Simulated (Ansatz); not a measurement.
**Worked example: self-consistent single point of BaLi2SiSe4 (I-42m, 8 atoms in the cell) in Ansatz (an electronic-structure program)**

Computed with PBE (plane waves, PAW; Ansatz).

This input was run:

Ansatz 0.2 input:
```yaml
crystal:
  lattice:
    - [-3.157009, 3.157009, 6.201269]
    - [3.157009, -3.157009, 6.201269]
    - [3.157009, 3.157009, -6.201269]
  atoms:
    - { symbol: Li, position_ang: [3.157009, 0.000000, 3.100634] }
    - { symbol: Li, position_ang: [0.000000, 3.157009, 3.100634] }
    - { symbol: Ba, position_ang: [0.000000, 0.000000, 0.000000] }
    - { symbol: Se, position_ang: [1.610075, -1.610075, 7.838404] }
    - { symbol: Se, position_ang: [1.546934, 1.546934, -1.637135] }
    - { symbol: Se, position_ang: [1.610075, 1.610075, 4.564134] }
    - { symbol: Se, position_ang: [-1.610075, 1.610075, 7.838404] }
    - { symbol: Si, position_ang: [0.000000, 0.000000, 6.201269] }
basis:
  ecutwfc: 420.0
kpoints:
  mp_grid:
    grid: [4, 4, 4]
hamiltonian:
  xc: pbe
  pseudopotentials:
    kind: paw
scf:
  occupations:
    method: fermi_dirac
    width: 0.1
output:
  forces: true
  eigenvalues: true
  stress: true
```

Output (repeated stretches shortened):

```
WARN ansatz: RAYON_NUM_THREADS=1 ignored (pool sized by the plan → 1); use --threads N
Pseudopotentials: kind: paw
Pseudopotential: Li, paw, valence charge 3
Pseudopotential: Ba, paw, valence charge 10
Pseudopotential: Se, paw, valence charge 16
Pseudopotential: Si, paw, valence charge 4
Crystal: 8 atoms, lattice volume = 247.225 Å³
Basis set: ecut = 420 eV, 4869 PW (Γ), exchange–correlation on 108×108×108 points (8 copies of the dense FFT grid, shifted against one another)
Bands: 51, of which v1, the nominal top of the filled ones, is band 42 counted from 1 (41 counted from 0)
Symmetry: 8 space group operations
Space group: I-42m (ITA 121), of the structure as read, at distance tolerance 6.3e-5 Å
k-points: 13 of 64 (time reversal used)
Initial density: superposition of atomic densities (neutral atoms: chi_scale 0, normalization atom), corrected by the library's trained network
Initial wavefunctions: pseudopotential atomic-orbital guess
Eigensolver: davidson
Functional: x = pbe(κ = 0.804, μ = 0.2195149727645171), c = pbe(β = 0.06672455060314922)
SCF iter   1: F=—  HF=-28875.187614 eV  |F-HF|=—  |Δ(HF+E_count)|=         —  Δρ=2.45e-3  dr2=1.68e-2  ethr=1.77e-3  ⟨swp⟩=8.4  Hψ=2851  notcnv=0  defer=5
all-band conjugate gradients solve this SCF's bands
preconditioner: auto → Kerker (q_TF=auto, 2.279 Å⁻¹)
SCF iter   2: F=—  HF=-28875.186869 eV  |F-HF|=—  |Δ(HF+E_count)|=   7.44e-4  Δρ=1.42e-3  dr2=6.24e-3  ethr=2.00e-5  ⟨swp⟩=1.9  Hψ=914  notcnv=0  defer=8
SCF iter   3: F=—  HF=-28875.186743 eV  |F-HF|=—  |Δ(HF+E_count)|=   1.27e-4  Δρ=3.31e-4  dr2=7.09e-4  ethr=7.43e-6  ⟨swp⟩=2.0  Hψ=866  notcnv=0  defer=8
SCF iter   4: F=—  HF=-28875.186917 eV  |F-HF|=—  |Δ(HF+E_count)|=   1.75e-4  Δρ=1.70e-4  dr2=1.95e-4  ethr=8.44e-7  ⟨swp⟩=2.1  Hψ=1161  notcnv=0  defer=8
SCF iter   5: F=—  HF=-28875.187073 eV  |F-HF|=—  |Δ(HF+E_count)|=   1.56e-4  Δρ=5.25e-5  dr2=1.77e-5  ethr=2.33e-7  ⟨swp⟩=2.0  Hψ=829  notcnv=0  defer=8
SCF iter   6: F=—  HF=-28875.187144 eV  |F-HF|=—  |Δ(HF+E_count)|=   7.07e-5  Δρ=1.97e-5  dr2=2.13e-6  ethr=2.10e-8  ⟨swp⟩=2.0  Hψ=908  notcnv=0  defer=8
SCF iter   7: F=—  HF=-28875.187147 eV  |F-HF|=—  |Δ(HF+E_count)|=   2.97e-6  Δρ=6.54e-6  dr2=3.44e-7  ethr=2.54e-9  ⟨swp⟩=2.0  Hψ=884  notcnv=0  defer=8
SCF iter   8: F=-28875.187147 eV  HF=-28875.187147 eV  |F-HF|=1.54e-8  |Δ(HF+E_count)|=   1.52e-7  Δρ=2.73e-6  dr2=7.74e-8  ethr=1.19e-10  ⟨swp⟩=10.8  Hψ=3106  notcnv=0
SCF 1 converged in 8 iterations: F = -28875.187147 eV  dr2 = 7.74e-8
SCF converged after 8 iterations
Free energy (F): -28875.187147 eV
Harris-Foulkes:  -28875.187147 eV  (|F-HF|=1.54e-8)
Internal energy: -28875.130938 eV  (E = F + TS)
E sigma→0 (E₀):  -28875.159043 eV
Entropy (-TS):   -0.056209 eV (-7.026 meV/atom)
Fermi energy:    3.501061 eV
--- Per-component energies (eV) ---
  E_band       = -1993.357492
  E_kinetic    = 725.384833
  E_local      = -12531.567660  (includes V_loc(G=0)·N_el)
  E_nonlocal   = -2368.213991
  E_hartree    = 5983.709268
  E_xc         = -660.306079
  E_vxc        = -600.722839  (∫ρ·V_xc dr)
  E_paw        = -13424.312941  (= ΣΔE_a)
  E_vpaw       = 814.353742  (= ΣTr[D̂ρ^β])
  E_aug_tail   = -0.002294  (compensation charges beyond the density's cutoff)
  E_ewald      = -6599.822074
  E_smearing   = -0.056209  (= −TS)
  E_closure    = 0.000000  (closes the sum)
  Σ components = -28875.187147   (vs F -28875.187147, Δ=0.00e0)
--- Forces (eV/Å), atoms counted from 1 ---
  atom   1  Li     0.00000000     0.00000000    -0.00000000
  atom   2  Li     0.00000000    -0.00000000     0.00000000
  atom   3  Ba    -0.00000000     0.00000000    -0.00000000
  atom   4  Se    -2.57884065     2.57884065     0.73424011
  atom   5  Se     2.57884065     2.57884065    -0.73424011
  atom   6  Se    -2.57884065    -2.57884065    -0.73424011
  atom   7  Se     2.57884065    -2.57884065     0.73424011
  atom   8  Si     0.00000000     0.00000000     0.00000000
  max |Σ_I F_I| component: 4.41e-16 eV/Å
--- Stress (GPa, compression-positive) ---
        1.086230      -0.000000       0.000000
       -0.000000       1.086230      -0.000000
        0.000000       0.000000       0.819552
  P = ⅓ Tr σ = 0.9973 GPa (9.973 kbar)
  The stress holds the Pulay correction. Without it, at fixed plane waves, as pw.x and ABINIT print it: P = 0.9921 GPa
--- Band table (eV; the first three rows and the last of 13) ---
  k-point 0: bands = ["-42.9497", "-42.9496", "-42.9496", "-42.9496", "-42.8985", "-42.8985", "-42.8984", "-42.8984", "-42.8924", "-42.8924", "-42.8924", "-42.8924", "-42.7340", "-42.7338", "-42.7338", "-42.7338", "-42.7319", "-42.7317", "-42.7317", [...]
  k-point 1: bands = ["-42.9497", "-42.9496", "-42.9496", "-42.9496", "-42.8985", "-42.8984", "-42.8984", "-42.8984", "-42.8924", "-42.8924", "-42.8924", "-42.8924", "-42.7339", "-42.7338", "-42.7338", "-42.7338", "-42.7318", "-42.7317", "-42.7317", [...]
  k-point 2: bands = ["-42.9496", "-42.9496", "-42.9496", "-42.9496", "-42.8985", "-42.8984", "-42.8984", "-42.8984", "-42.8924", "-42.8924", "-42.8924", "-42.8924", "-42.7339", "-42.7339", "-42.7339", "-42.7338", "-42.7318", "-42.7318", "-42.7317", [...]
  k-point 12: bands = ["-42.9497", "-42.9496", "-42.9496", "-42.9496", "-42.8985", "-42.8985", "-42.8984", "-42.8984", "-42.8925", "-42.8924", "-42.8924", "-42.8924", "-42.7339", "-42.7339", "-42.7338", "-42.7338", "-42.7319", "-42.7317", [...]
```

The run converged in 8 iterations.

The starting cell was generated: these elements placed on a structure prototype, without a prior relaxation; it need not be a known phase or ordering of this composition. Forces in this geometry exceed 1 eV/Å. Ansatz's pressure includes its estimate of the finite-basis (Pulay) stress. A gap is left out here, as mesh or smearing make it unsure.
